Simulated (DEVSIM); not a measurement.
Device: Si p+/n-/n+ power diode, at 350 K.

| layer (left to right) | material | thickness (μm) | Nd (cm⁻³) | Na (cm⁻³) | τn (s) | τp (s) |
|---|---|---|---|---|---|---|
| 1 | Si | 2.20 | - | 6.8e18 | 1.2e-6 | 1.2e-6 |
| 2 | Si | 21.0 | 1.3e14 | - | 1.2e-6 | 1.2e-6 |
| 3 | Si | 3.10 | 1.1e18 | - | 1.2e-6 | 1.2e-6 |

Left contact: ohmic. Right contact: ohmic. Voltage is applied to the left contact. Recombination: SRH at mid-gap, Auger. Mobility is constant in doping.

Constants are typed, rounded textbook-type inputs, not results; the design itself was drawn at random and stands for no fabricated device. Values at 300 K; Nc and Nv go as T^1.5, mobilities as T to minus their exponent, the gap by Varshni's rule with the affinity fixed.

| parameter | Si |
|---|---|
| gap (eV) | 1.124 |
| affinity (eV) | 4.05 |
| permittivity | 11.7 |
| Nc (cm⁻³) | 2.86e19 |
| Nv (cm⁻³) | 3.1e19 |
| μn (cm²/Vs) | 1417 |
| μp (cm²/Vs) | 470 |
| T exponent of μn | 2.3 |
| T exponent of μp | 2.2 |
| Cn (cm⁶/s) | 2.8e-31 |
| Cp (cm⁶/s) | 9.9e-32 |
| Varshni α (eV/K) | 0.000473 |
| Varshni β (K) | 636 |

Simulated with DEVSIM: 1D drift-diffusion, Boltzmann statistics, complete ionisation; no tunnelling, impact ionisation, image-force lowering or self-heating.

Task: Tabulate band edges, carrier densities and field at 0.9 V on the left contact.

Result: Energies count from the Fermi level of the right contact; mesh points crowd at the junctions.

```csv
x (μm),Ec (eV),Ev (eV),n (cm⁻³),p (cm⁻³),field (V/cm)
0.000,0.158,-0.953,21000,6.8e18,≈ 0
0.05676,0.158,-0.953,1.4e15,6.8e18,≈ 0
0.2557,0.158,-0.953,6.5e15,6.8e18,≈ 0
0.9035,0.158,-0.952,2.3e16,6.8e18,≈ 0
1.957,0.159,-0.952,5.0e16,6.8e18,≈ 0
2.144,0.159,-0.952,5.4e16,6.9e18,≈ 0
2.201,0.118,-0.992,2.1e17,1.8e18,-86000
2.304,0.086,-1.024,6.2e17,6.2e17,19
2.627,0.087,-1.024,6.1e17,6.1e17,19
3.708,0.089,-1.022,6.0e17,6.0e17,19
7.592,0.097,-1.014,5.5e17,5.5e17,20
19.10,0.123,-0.988,4.3e17,4.3e17,25
22.06,0.131,-0.980,4.1e17,4.1e17,27
22.88,0.133,-0.978,4.0e17,4.0e17,27
23.16,0.134,-0.977,4.0e17,4.0e17,16
23.20,0.103,-1.007,1.1e18,1.4e17,-9800
23.28,0.100,-1.011,1.2e18,1.3e17,16
23.52,0.100,-1.010,1.2e18,1.2e17,16
24.93,0.103,-1.008,1.2e18,5.9e16,18
25.91,0.104,-1.006,1.1e18,1.8e16,19
26.20,0.105,-1.006,1.1e18,4.5e15,20
26.30,0.105,-1.006,1.1e18,130000,20
```
